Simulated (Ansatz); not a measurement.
Take CdSe in the wurtzite structure (space group P6_3mc, No. 186; a = 4.3829 Å, c = 7.1547 Å) as the base.

Now apply this change: cell and atoms relaxed at a pressure of 18 GPa.

Levels (all Ansatz, a program for electronic structure, PAW, earlier PAW set): PBE (420 eV, scalar-relativistic without spin-orbit coupling); r2SCAN (500 eV, spin-orbit coupling left out); HSE06 (420 eV, no spin-orbit coupling); PBE+SOC (420 eV, with spin-orbit coupling).

One geometry, relaxed with PBE, under each level:

The valence-band top lists the three highest levels at Γ (Kramers pairs under SOC), from the VBM.

```csv
level,band gap,lowest conduction level above the VBM at special points,valence-band top at Γ,electron mass,hole mass,pressure
PBE,0.95 eV,Γ 0.95 eV; A 2.72 eV; L 2.78 eV; M 3.33 eV,"0.00, 0.00, -0.23 eV","0.082 mₑ along c, 0.090 mₑ across (at Γ)",–,18.00 GPa
r2SCAN,1.47 eV,Γ 1.47 eV; A 3.23 eV; L 3.20 eV; M 3.72 eV,–,"0.10 mₑ along c, 0.12 mₑ across (at Γ)",–,16.61 GPa
HSE06,…,…,–,–,–,–
PBE+SOC,0.83 eV,Γ 0.83 eV; A 2.60 eV; L 2.66 eV; M 3.19 eV,"0.00, -0.12, -0.48 eV","0.080 mₑ along c, 0.088 mₑ across (at Γ)","1.2 mₑ along c, 0.14 mₑ across (at Γ)",17.93 GPa
```

Give the withheld HSE06 results.


- HSE06, band gap: 1.94 eV
- HSE06, lowest conduction level above the VBM at special points: Γ 1.94 eV; A 3.74 eV; L 3.70 eV

Single points use the geometry relaxed with PBE. Their cutoffs differ, which shifts pressures a little. The spin-orbit shifts are approximate. Load acts through the strain it causes; cell and atoms are relaxed under it. Masses are band curvatures over ±0.01 Å⁻¹ around the edge. Stability against distortions was not tested. Measured, CdSe leaves this structure (for rock salt) near 2.72 GPa (temperature not stated; as listed in Datta, Sujoy, Jana, Debnarayan, arXiv (2020)), on rising pressure, with hysteresis.
